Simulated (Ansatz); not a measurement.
**Ti, response to strain**

Base system: Ti in the hcp (Mg type) structure (space group P6_3/mmc, No. 194; relaxed with 0.1 eV smearing).

```yaml
crystal:
  lattice:
    - [2.90164, 0.00000, 0.00000]
    - [-1.45082, 2.51289, 0.00000]
    - [0.00000, 0.00000, 4.59296]
  atoms:
    - { symbol: Ti, position: [0.66667, 0.33333, 0.75000] }
    - { symbol: Ti, position: [0.33333, 0.66667, 0.25000] }
```

Cartesian axes are those of the cell as printed.

Strains are applied to the cell and any free atomic positions relax.

All numbers come from PBEsol (Ansatz, a first-principles code, PAW, no spin-orbit coupling).

Notes on the quantities. energy relative to the base: free energy F; pressure: mean of the normal stresses, compression positive.

```
variant                         energy relative to the base  shortest interatomic distance  pressure
------------------------------  ---------------------------  -----------------------------  --------
base                                             0 meV/atom                        2.843 Å   0.0 GPa
uniaxial strain ε_zz = −2.00 %                +4.3 meV/atom                        2.806 Å   2.5 GPa
uniaxial strain ε_zz = −1.50 %                +2.4 meV/atom                        2.815 Å         …
uniaxial strain ε_zz = −1.00 %                +1.1 meV/atom                        2.824 Å   1.2 GPa
uniaxial strain ε_zz = −0.50 %                +0.3 meV/atom                        2.833 Å   0.6 GPa
uniaxial strain ε_zz = +0.50 %                +0.3 meV/atom                        2.852 Å  -0.6 GPa
uniaxial strain ε_zz = +1.00 %                +1.0 meV/atom                        2.861 Å  -1.2 GPa
uniaxial strain ε_zz = +1.50 %                +2.3 meV/atom                        2.870 Å  -1.7 GPa
uniaxial strain ε_zz = +2.00 %                            …                              …  -2.3 GPa
uniaxial strain ε_zz = +2.50 %                +6.2 meV/atom                        2.889 Å  -2.8 GPa
```

Q: Fill in the withheld entries from the trend.

A: 
- uniaxial strain ε_zz = −1.50 %, pressure: 1.9 GPa
- uniaxial strain ε_zz = +2.00 %, energy relative to the base: +4.0 meV/atom
- uniaxial strain ε_zz = +2.00 %, shortest interatomic distance: 2.880 Å

Whether these cells are dynamically stable was not tested. All final runs are without spin polarisation.
